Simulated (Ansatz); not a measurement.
Relaxation of the outer planes of the (210) surface of fcc Ni, ferromagnetic in its 1x1 cell, outermost plane spacing 0.79 Å in the ideal cut.

Calculation: PBE (plane waves to 420 eV, PAW; Ansatz, a quantum-chemistry and plane-wave program).

Set-up: 14 atoms, 10.2 Å thick at the start (thin: gaps and levels are the slab's own); mesh 12x10x1; 0.1 eV smearing; dipole correction on; all atoms relaxed; held to the part of the start's symmetry that mesh and held atoms allow; spin-polarised, no spin-orbit, no U.

| plane | atoms | bulk spacing to the next (Å) | relaxed spacing (Å) | change (%) | rumpling (Å) |
|---|---|---|---|---|---|
| 1 | Ni | 0.787 | ___ | ___ | 0.00 |
| 2 | Ni | 0.787 | 0.727 | -7.6 | 0.00 |

Task: Complete the blanks.

Result: 
- 1, relaxed spacing (Å): 0.688
- 1, change (%): -12.6
